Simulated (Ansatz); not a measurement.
Partial pair distribution functions of a relaxed model of amorphous Al₆₄O₉₄, broadened by 0.06 Å; density 2.81 g/cm³. Method: PBE, scalar-relativistic without spin-orbit coupling (plane waves to 420 eV, PAW; Ansatz, a program for electronic structure). The usual formal charges leave 4 electrons over, so the level spacing at the Fermi energy parts defect or band states and needn't be the band gap.

The cell was made by melting and quenching with the CHGNet potential and then relaxed with DFT. O atoms were pushed apart under 1.9 Å during the dynamics, to hinder bonds among them. The hot cell started wider than the set density and was brought back towards it in steps. It is the lowest in DFT energy of 4 quenches. It is a model cell: composition and starting density were chosen by hand, and all elements were melted together. No dispersion term was used. Its density started from a set value of 2.77 and ended at 2.81 g/cm³. Cooling (nominally 190 K/ps over its main leg) ran many orders faster than in experiment, which tends to leave more defects and strain. Values belong to this one cell and scatter from quench to quench. Volume and shape were free in the relaxation. Stress components on the final sampling reach 1.4 GPa. Cycles of charging lowered its energy after that relaxation.

```json
[
 {"r (Å)": "1.50", "g Al-O": "0.00", "g Al-Al": "0.00", "g O-O": "0.00"},
 {"r (Å)": "1.60", "g Al-O": "0.23", "g Al-Al": "0.00", "g O-O": "0.00"},
 {"r (Å)": "1.70", "g Al-O": "3.53", "g Al-Al": "0.00", "g O-O": "0.00"},
 {"r (Å)": "1.80", "g Al-O": "9.50", "g Al-Al": "0.00", "g O-O": "0.00"},
 {"r (Å)": "1.90", "g Al-O": "5.74", "g Al-Al": "0.00", "g O-O": "0.00"},
 {"r (Å)": "2.00", "g Al-O": "1.65", "g Al-Al": "0.00", "g O-O": "0.00"},
 {"r (Å)": "2.10", "g Al-O": "0.29", "g Al-Al": "0.00", "g O-O": "0.00"},
 {"r (Å)": "2.20", "g Al-O": "0.08", "g Al-Al": "0.00", "g O-O": "0.01"},
 {"r (Å)": "2.30", "g Al-O": "0.04", "g Al-Al": "0.00", "g O-O": "0.13"},
 {"r (Å)": "2.40", "g Al-O": "0.02", "g Al-Al": "0.01", "g O-O": "0.67"},
 {"r (Å)": "2.50", "g Al-O": "0.04", "g Al-Al": "0.24", "g O-O": "1.17"},
 {"r (Å)": "2.60", "g Al-O": "0.07", "g Al-Al": "0.67", "g O-O": "1.71"},
 {"r (Å)": "2.70", "g Al-O": "0.13", "g Al-Al": "1.16", "g O-O": "2.27"},
 {"r (Å)": "2.80", "g Al-O": "0.27", "g Al-Al": "1.28", "g O-O": "2.98"},
 {"r (Å)": "2.90", "g Al-O": "0.36", "g Al-Al": "1.45", "g O-O": "2.93"},
 {"r (Å)": "3.00", "g Al-O": "0.35", "g Al-Al": "2.03", "g O-O": "2.55"},
 {"r (Å)": "3.10", "g Al-O": "0.41", "g Al-Al": "2.97", "g O-O": "1.65"},
 {"r (Å)": "3.20", "g Al-O": "0.58", "g Al-Al": "3.05", "g O-O": "1.07"},
 {"r (Å)": "3.30", "g Al-O": "0.71", "g Al-Al": "2.17", "g O-O": "0.71"},
 {"r (Å)": "3.40", "g Al-O": "0.79", "g Al-Al": "1.70", "g O-O": "0.65"},
 {"r (Å)": "3.50", "g Al-O": "1.07", "g Al-Al": "1.35", "g O-O": "0.71"},
 {"r (Å)": "3.60", "g Al-O": "1.16", "g Al-Al": "0.73", "g O-O": "0.58"},
 {"r (Å)": "3.70", "g Al-O": "1.14", "g Al-Al": "0.42", "g O-O": "0.54"},
 {"r (Å)": "3.80", "g Al-O": "1.19", "g Al-Al": "0.30", "g O-O": "0.50"},
 {"r (Å)": "3.90", "g Al-O": "1.18", "g Al-Al": "0.49", "g O-O": "0.49"},
 {"r (Å)": "4.00", "g Al-O": "1.28", "g Al-Al": "0.46", "g O-O": "0.47"},
 {"r (Å)": "4.10", "g Al-O": "1.45", "g Al-Al": "0.33", "g O-O": "0.55"},
 {"r (Å)": "4.20", "g Al-O": "1.75", "g Al-Al": "0.58", "g O-O": "0.63"},
 {"r (Å)": "4.30", "g Al-O": "1.73", "g Al-Al": "0.81", "g O-O": "0.75"},
 {"r (Å)": "4.40", "g Al-O": "1.63", "g Al-Al": "0.72", "g O-O": "0.75"},
 {"r (Å)": "4.50", "g Al-O": "1.38", "g Al-Al": "0.73", "g O-O": "0.85"},
 {"r (Å)": "4.60", "g Al-O": "1.21", "g Al-Al": "0.85", "g O-O": "0.92"},
 {"r (Å)": "4.70", "g Al-O": "1.14", "g Al-Al": "0.85", "g O-O": "1.18"},
 {"r (Å)": "4.80", "g Al-O": "0.97", "g Al-Al": "0.95", "g O-O": "1.26"},
 {"r (Å)": "4.90", "g Al-O": "0.77", "g Al-Al": "1.00", "g O-O": "1.14"},
 {"r (Å)": "5.00", "g Al-O": "0.51", "g Al-Al": "1.00", "g O-O": "1.24"},
 {"r (Å)": "5.10", "g Al-O": "0.54", "g Al-Al": "0.95", "g O-O": "1.35"},
 {"r (Å)": "5.20", "g Al-O": "0.60", "g Al-Al": "1.24", "g O-O": "1.42"},
 {"r (Å)": "5.30", "g Al-O": "0.61", "g Al-Al": "1.35", "g O-O": "1.29"},
 {"r (Å)": "5.40", "g Al-O": "0.67", "g Al-Al": "1.40", "g O-O": "1.26"},
 {"r (Å)": "5.50", "g Al-O": "0.74", "g Al-Al": "1.43", "g O-O": "1.24"},
 {"r (Å)": "5.60", "g Al-O": "0.77", "g Al-Al": "1.43", "g O-O": "1.27"},
 {"r (Å)": "5.70", "g Al-O": "0.85", "g Al-Al": "1.33", "g O-O": "1.00"},
 {"r (Å)": "5.80", "g Al-O": "0.86", "g Al-Al": "1.20", "g O-O": "0.95"},
 {"r (Å)": "5.90", "g Al-O": "0.91", "g Al-Al": "1.09", "g O-O": "0.97"},
 {"r (Å)": "6.00", "g Al-O": "1.13", "g Al-Al": "0.96", "g O-O": "0.99"}
]
```

Within 2.28 Å each Al has 4.36 O neighbours on average.
